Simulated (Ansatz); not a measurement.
# Hypothetical anti-perovskite Mg3SiO, response to strain

Consider Mg$_{3}$SiO in the anti-perovskite structure (space group Pm-3m, No. 221; a = 4.190 Å; a hypothetical phase, not in the database extracts checked). Axes: x, y, z lie along the cube axes.

Strains are applied to the cell and any free atomic positions relax; under biaxial strain the out-of-plane vector relaxes too.

Level of theory: Kohn–Sham DFT with the PBEsol functional, run in Ansatz (a first-principles code) with PAW and 420 eV plane waves, spin-orbit coupling left out.

Notes on the quantities. energy relative to the base: free energy F.

```tsv
change	volume per atom	energy relative to the base
base	14.71 Å³	0 meV/atom
biaxial strain −2.03 %, plane normal [001], relaxed out of plane	14.27 Å³	+7.6 meV/atom
isotropic strain +2.14 %	15.68 Å³	+15 meV/atom
uniaxial strain ε_xx = −5.75 %	13.86 Å³	+30 meV/atom
uniaxial strain ε_xx = −1.01 %	14.56 Å³	+0.8 meV/atom
```

Whether these cells are dynamically stable was not tested. All final runs are without spin polarisation.
